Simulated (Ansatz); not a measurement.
By PBEsol, the system below comes out a metal.

The ballistic (Sharvin) conductance counts the channels at the Fermi level: G/A = (e²/h) × channels of both spins per area.

Given:

```xyz
6
Lattice="4.4152 0.0000 0.0000 0.0000 4.4152 0.0000 0.0000 0.0000 3.1767" Properties=species:S:1:pos:R:3 pbc="T T T"
Ir     2.2076     2.2076     1.5884
Ir     0.0000     0.0000     0.0000
O      1.3628     1.3628     0.0000
O      3.0524     3.0524     0.0000
O      0.8448     3.5704     1.5884
O      3.5704     0.8448     1.5884
```

Space group of this cell: P4_2/mnm, rutile. The cell is strained (lengths across the current scaled by 0.98, ions clamped); by PBEsol its mean pressure is 4.5 GPa.

The current flows along the normal of the first two printed cell vectors, the (001) (indices of the unstrained crystal) plane of the conventional cell. No spin-orbit coupling; the value is a mean over 0.1 eV about the Fermi level.

Task: Give the ballistic conductance per area that PBEsol (Ansatz, an electronic-structure program) yields.

Result: 0.52 × 10¹⁵ S/m² for both spins.
